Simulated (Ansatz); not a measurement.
# Effect of x(Ir) = 0.75, 4 atoms, Pmmm on Rh

Consider Rh in the fcc (Cu type) structure (space group Fm-3m, No. 225; a = 3.800 Å).

The other end (x = 1) is Ir in the fcc (Cu type) structure (space group Fm-3m, No. 225): 14.20 Å³/atom, gap zero.

One thing is altered: Ir replaces 75.0 % of the Rh, ordered in a cell of 4 atoms (starting symmetry Pmmm) and fully relaxed.

Method: r2SCAN/PAW in Ansatz (a first-principles code), without spin-orbit coupling. Γ-centred 17×12×9 mesh, Fermi–Dirac width 0.05 eV, for the changed cell.

| quantity | base | changed | shift |
|---|---|---|---|
| volume per atom | 13.72 Å³ | 14.07 Å³ | +0.35 Å³ |
| density | 12.46 g/cm³ | 20.05 g/cm³ | +7.59 g/cm³ |
| shortest interatomic distance | 5.078 bohr | 5.102 bohr | +0.024 bohr |
| band gap | zero | zero | – |
| mixing energy (to 0.01 eV only: unlike meshes or grids) | – | -0.02 eV/atom | – |
| deviation of the volume from the linear (Vegard-type) interpolation | – | -0.1 % | – |

Each cell is one ordered arrangement of few atoms, which overstates ordering effects compared with a random alloy. No phonon test of stability was made. All final runs are without spin polarisation.
